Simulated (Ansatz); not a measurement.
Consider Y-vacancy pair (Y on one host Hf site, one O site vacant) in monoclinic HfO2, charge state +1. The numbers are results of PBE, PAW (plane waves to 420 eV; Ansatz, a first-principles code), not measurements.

96-site cell at the relaxed PBE lattice, the Γ point alone, smearing 0.01 eV, spin-restricted, no finite-size correction. Static, classical nuclei. Spin-orbit coupling is left out. The charge state is imposed; whether it is stable for some Fermi level was not computed. Forms of the defect that were not tried may lie lower. The start lies 0.066 eV above the lowest site run (PBE).

Barriers: single points on a 2×2×2 k-point mesh shifted by half a step at the bands' geometries.

Relaxed starting cell (atoms counted from 1):

```
Hf31YO63
1.0
   10.32305     0.00000     0.00000
    0.00000    10.42402     0.00000
   -1.79660     0.00000    10.55307
Y Hf O
1 31 63
Direct
  0.14388   0.24187   0.34913
  0.13864   0.22994   0.85389
  0.13628   0.73084   0.35458
  0.13728   0.72764   0.85522
  0.63610   0.23075   0.35342
  0.63763   0.22966   0.85358
  0.63306   0.72354   0.35144
  0.63932   0.72821   0.85411
  0.36345   0.27034   0.14402
  0.36046   0.27437   0.64617
  0.35969   0.77116   0.14646
  0.36597   0.76955   0.64674
  0.86052   0.26930   0.14664
  0.86391   0.27113   0.64438
  0.86219   0.77181   0.14335
  0.86379   0.77320   0.64427
  0.36406   0.48158   0.39721
  0.36204   0.47879   0.89620
  0.35981   0.97885   0.39381
  0.36441   0.97767   0.89946
  0.86042   0.47927   0.39573
  0.86217   0.47713   0.89573
  0.83927   0.96937   0.39073
  0.86205   0.97958   0.89422
  0.13706   0.02135   0.10356
  0.14678   0.01219   0.61880
  0.13730   0.52314   0.10404
  0.13843   0.52284   0.60397
  0.63657   0.02180   0.10192
  0.63423   0.02384   0.60506
  0.63746   0.52061   0.10278
  0.64099   0.52061   0.60565
  0.03251   0.08791   0.92301
  0.03289   0.58631   0.42303
  0.03169   0.58690   0.92441
  0.53209   0.08592   0.42446
  0.53328   0.08632   0.92430
  0.53473   0.58379   0.42547
  0.53400   0.58562   0.92289
  0.46646   0.41405   0.07383
  0.47076   0.41349   0.57730
  0.46627   0.91435   0.07728
  0.46353   0.91605   0.57598
  0.96859   0.40964   0.07683
  0.96631   0.41750   0.57708
  0.96782   0.90805   0.06826
  0.96651   0.92467   0.56138
  0.46467   0.33421   0.32709
  0.46513   0.33581   0.82414
  0.46388   0.83470   0.32648
  0.46856   0.83540   0.82658
  0.95212   0.32838   0.32968
  0.96663   0.33468   0.82375
  0.96649   0.84870   0.32165
  0.96980   0.84214   0.81816
  0.02322   0.14862   0.18016
  0.03538   0.16390   0.66458
  0.03111   0.66355   0.17607
  0.03513   0.66992   0.67190
  0.53590   0.16620   0.17264
  0.52989   0.16402   0.67381
  0.53022   0.66185   0.17403
  0.53565   0.66462   0.67380
  0.23243   0.38147   0.49595
  0.22365   0.37097   0.98744
  0.21962   0.87423   0.49008
  0.22466   0.87001   0.98940
  0.72487   0.37083   0.48931
  0.72456   0.37136   0.98779
  0.71881   0.86880   0.48626
  0.72445   0.87160   0.98755
  0.27421   0.12884   0.00991
  0.25531   0.12269   0.51158
  0.27456   0.62778   0.01207
  0.27612   0.63314   0.51114
  0.77435   0.12821   0.01007
  0.77638   0.12626   0.50867
  0.77620   0.62813   0.01064
  0.77560   0.62997   0.51121
  0.28227   0.11753   0.25522
  0.27651   0.11978   0.76436
  0.27368   0.62476   0.26289
  0.27475   0.62164   0.76206
  0.77410   0.11651   0.26196
  0.77368   0.12317   0.75946
  0.77419   0.62089   0.26055
  0.77916   0.62320   0.76068
  0.23021   0.38510   0.23540
  0.22356   0.37862   0.73931
  0.22162   0.87821   0.23928
  0.22844   0.87639   0.74358
  0.71881   0.37752   0.23630
  0.72561   0.37918   0.73928
  0.71873   0.87434   0.23693
  0.72568   0.87968   0.73618
```
Cell charge +1.

End state 1 differs by these moves (Å; atoms that move under 0.08 Å are left out):

```csv
atom,element,Δx,Δy,Δz
1,Y,-0.08,-0.09,0.06
2,Hf,0.02,0.09,0.13
7,Hf,0.05,0.08,0.01
14,Hf,-0.24,0.10,-0.05
23,Hf,0.22,0.14,0.10
26,Hf,0.05,-0.07,-0.25
32,Hf,-0.06,0.07,-0.04
33,O,0.02,-0.01,-0.08
44,O,0.03,-0.03,-0.11
45,O,0.03,-0.16,-0.06
47,O,-0.04,-0.06,0.26
52,O,0.08,0.19,-0.17
53,O,0.01,-0.08,-0.13
55,O,-0.07,-0.11,0.11
56,O,0.04,0.08,-0.12
57,O,0.25,-0.66,-2.21
59,O,-0.04,-0.08,0.03
70,O,0.07,0.06,0.03
73,O,0.29,0.00,0.03
77,O,-0.05,0.07,0.05
81,O,-0.38,0.04,-0.15
```

Q: What is the computed forward and backward barriers to end state 1 (PBE, PAW)?

A: forward 0.63 eV, backward 0.41 eV; at the saddle point atom 57 has neighbours Hf at 2.06, Hf at 2.40; O at 2.60, O at 2.61; Y at 2.45 Å. The saddle point's order was not checked.

End state 2 differs by these moves (Å; atoms that move under 0.08 Å are left out):

```json
[
 {"atom": "1", "element": "Y", "Δx": "-0.10", "Δy": "-0.14", "Δz": "0.09"},
 {"atom": "16", "element": "Hf", "Δx": "-0.15", "Δy": "-0.18", "Δz": "0.12"},
 {"atom": "23", "element": "Hf", "Δx": "0.17", "Δy": "0.18", "Δz": "-0.09"},
 {"atom": "26", "element": "Hf", "Δx": "0.16", "Δy": "0.18", "Δz": "-0.10"},
 {"atom": "36", "element": "O", "Δx": "0.08", "Δy": "-0.05", "Δz": "-0.01"},
 {"atom": "43", "element": "O", "Δx": "0.09", "Δy": "-0.05", "Δz": "-0.02"},
 {"atom": "47", "element": "O", "Δx": "0.85", "Δy": "1.43", "Δz": "-1.20"},
 {"atom": "52", "element": "O", "Δx": "0.02", "Δy": "0.07", "Δz": "-0.08"},
 {"atom": "54", "element": "O", "Δx": "-0.04", "Δy": "-0.13", "Δz": "0.07"},
 {"atom": "55", "element": "O", "Δx": "0.03", "Δy": "0.10", "Δz": "-0.13"},
 {"atom": "57", "element": "O", "Δx": "-0.02", "Δy": "-0.07", "Δz": "0.13"},
 {"atom": "59", "element": "O", "Δx": "-0.01", "Δy": "0.08", "Δz": "-0.09"},
 {"atom": "70", "element": "O", "Δx": "0.40", "Δy": "0.05", "Δz": "0.15"},
 {"atom": "73", "element": "O", "Δx": "0.31", "Δy": "0.05", "Δz": "0.08"},
 {"atom": "81", "element": "O", "Δx": "0.05", "Δy": "0.07", "Δz": "0.00"},
 {"atom": "84", "element": "O", "Δx": "-0.02", "Δy": "0.06", "Δz": "-0.06"},
 {"atom": "91", "element": "O", "Δx": "-0.01", "Δy": "0.06", "Δz": "-0.07"},
 {"atom": "95", "element": "O", "Δx": "-0.06", "Δy": "-0.03", "Δz": "0.05"}
]
```

Q: What is the computed forward and backward barriers to end state 2 (PBE, PAW)?

A: forward 0.61 eV, backward 0.67 eV; at the saddle point atom 47 has neighbours 2 Hf at 1.92 Å. The saddle point's order was not checked.

End state 3 differs by these moves (Å; atoms that move under 0.08 Å are left out):

```csv
atom,element,Δx,Δy,Δz
1,Y,-0.07,-0.01,0.17
7,Hf,0.06,0.08,0.05
13,Hf,-0.26,0.16,-0.06
20,Hf,0.03,0.03,-0.09
23,Hf,0.23,0.10,0.07
25,Hf,0.16,-0.16,-0.11
26,Hf,-0.06,0.08,-0.18
31,Hf,-0.05,0.08,-0.02
33,O,-0.06,0.14,0.22
44,O,-0.01,-0.08,-0.05
45,O,0.06,-0.11,-0.09
46,O,-0.03,0.20,0.19
47,O,-0.03,-0.13,0.16
52,O,0.03,0.07,-0.22
54,O,-0.04,-0.18,0.07
55,O,-0.02,0.00,0.13
56,O,-0.36,-0.72,2.56
57,O,-0.06,-0.05,0.14
59,O,-0.04,-0.07,0.04
69,O,-0.07,0.07,-0.02
72,O,0.07,-0.01,-0.05
73,O,0.26,0.04,0.04
80,O,-0.31,0.01,-0.11
84,O,0.01,0.09,-0.03
92,O,-0.10,0.06,-0.02
```

Q: What is the computed forward and backward barriers to end state 3 (PBE, PAW)?

A: forward 0.91 eV, backward 0.86 eV; at the saddle point atom 56 has neighbours Hf at 2.05, Hf at 2.65; O at 2.65; Y at 2.19 Å. The saddle point's order was not checked.

End state 4 differs by these moves (Å; atoms that move under 0.08 Å are left out):

```tsv
atom	element	Δx	Δy	Δz
1	Y	-0.09	-0.12	0.05
3	Hf	0.24	-0.11	0.04
7	Hf	0.05	0.05	0.05
15	Hf	-0.04	-0.10	-0.12
17	Hf	0.02	-0.08	0.01
23	Hf	0.09	0.25	0.16
26	Hf	-0.07	0.04	-0.20
34	O	-0.01	0.13	0.04
44	O	-0.03	0.10	-0.01
46	O	-0.04	0.03	0.12
47	O	0.00	-0.26	0.02
52	O	0.04	0.12	-0.09
54	O	0.52	2.18	0.96
55	O	-0.05	-0.05	0.07
56	O	0.08	0.17	-0.19
58	O	0.01	0.10	0.12
59	O	-0.05	-0.10	0.08
62	O	0.08	0.07	-0.01
66	O	0.07	-0.08	-0.03
73	O	0.22	-0.01	0.05
75	O	0.06	-0.07	0.01
82	O	0.09	-0.04	0.01
84	O	-0.03	0.09	-0.02
91	O	-0.04	0.02	-0.07
94	O	0.42	0.02	0.14
```

Q: What forward and backward barriers to end state 4 does PBE, PAW give?

A: forward 1.16 eV, backward 0.95 eV; at the saddle point atom 54 has neighbours Hf at 1.94 Å. The saddle point's order was not checked.

End state 5 differs by these moves (Å; atoms that move under 0.08 Å are left out):

```
atom  element     Δx     Δy     Δz
----  -------  -----  -----  -----
1           Y  -0.14  -0.04  -0.03
7          Hf   0.09   0.03   0.01
10         Hf   0.10   0.10   0.17
16         Hf  -0.08  -0.06   0.04
19         Hf   0.12  -0.11  -0.08
23         Hf   0.24   0.10   0.04
26         Hf  -0.24  -0.02  -0.08
33          O   0.05  -0.09  -0.05
34          O   0.05  -0.06   0.00
46          O  -0.02   0.05   0.07
47          O  -0.14  -0.11   0.22
49          O   0.06   0.08   0.06
50          O   0.08   0.00  -0.07
52          O  -0.01   0.09  -0.11
54          O  -0.02  -0.15   0.08
55          O  -0.08  -0.11   0.09
56          O   0.07   0.15  -0.21
57          O  -0.07   0.01   0.11
64          O   0.07  -0.24   0.06
66          O   0.09   0.07  -0.01
73          O  -2.00  -0.50  -0.81
80          O  -0.03  -0.02   0.09
81          O   0.03   0.02  -0.22
94          O   0.07   0.04   0.01
```

Q: Estimate the forward and backward barriers to end state 5 that PBE, PAW returns for this input.

A: forward 1.32 eV, backward 0.32 eV; at the saddle point atom 73 has neighbours Hf at 1.93; Y at 2.10 Å. The saddle point's order was not checked.
